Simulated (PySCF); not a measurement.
PySCF 2.14.0, PBE0/def2-svpd: Si(H)2(Br)2 (Br[SiH2]Br), 5 atoms. The geometry is a generated start, not checked to be a minimum at this level.

```json
{
 "task": "energy and gradient",
 "method": "pbe0",
 "basis": "def2-svpd",
 "mol.max_memory": "7000 MB",
 "mf.init_guess": "minao (default)",
 "mf.DIIS": "CDIIS (default)",
 "mf.diis_space": "8 (default)",
 "mf.conv_tol": "1e-09 (default)",
 "mf.grids.level": "3 (default)",
 "basis functions (reference run)": "122",
 "grid points (reference run)": "79648"
}
```

```xyz
5

Si     0.0027    -0.2160     0.0085
Br     1.7898     1.0780    -0.0346
Br    -1.7840     1.0831    -0.0511
H     -0.0109    -0.9236     1.2696
H      0.0024    -1.0214    -1.1924
```
Charge 0, spin multiplicity 1.

The reference run uses exact four-centre integrals. One run each, on a shared machine, so no times are given.

Settings tried, all else as in the reference:
- density fitting
- density fitting, auxbasis = autoaux
- density fitting, auxbasis = def2-universal-jfit
- density fitting of J alone, exact K

Which of these stay within 1.0 meV/atom in energy, 10 meV/Å in forces (largest component) of the reference run?

Within it: density fitting, auxbasis = autoaux; density fitting; density fitting of J alone, exact K. Outside: density fitting, auxbasis = def2-universal-jfit.

```json
[
 {"setting": "density fitting, auxbasis = autoaux", "energy against the reference": "−0.023 meV/atom", "difference in forces (largest component)": "0.66 meV/Å"},
 {"setting": "density fitting", "energy against the reference": "−0.18 meV/atom", "difference in forces (largest component)": "1.1 meV/Å"},
 {"setting": "density fitting of J alone, exact K", "energy against the reference": "−0.48 meV/atom", "difference in forces (largest component)": "1.1 meV/Å"},
 {"setting": "density fitting, auxbasis = def2-universal-jfit", "energy against the reference": "+61000 meV/atom", "difference in forces (largest component)": "770 meV/Å"}
]
```

Total energies are compared; such shifts often cancel in part in energy differences. def2-universal-jfit is made for Coulomb alone and misses functions that exchange needs. Also tried and not ranked: density fitting, auxbasis = def2-universal-jkfit (same energy as a listed run); COSX exchange (sgx_fit, pjs) with fitted J, mf.with_df.grids_level_i = 1, mf.with_df.grids_level_f = 1 (gradient came out as NaN); COSX exchange (sgx_fit, pjs) with fitted J, mf.with_df.grids_level_i = 1, mf.with_df.grids_level_f = 2 (default) (gradient came out as NaN); COSX exchange (sgx_fit, pjs) with fitted J, mf.with_df.grids_level_i = 1, mf.with_df.grids_level_f = 3 (gradient came out as NaN); COSX exchange (sgx_fit, pjs) with fitted J, mf.with_df.grids_level_i = 1, mf.with_df.grids_level_f = 4 (gradient came out as NaN). The tolerance is a choice made for this comparison.
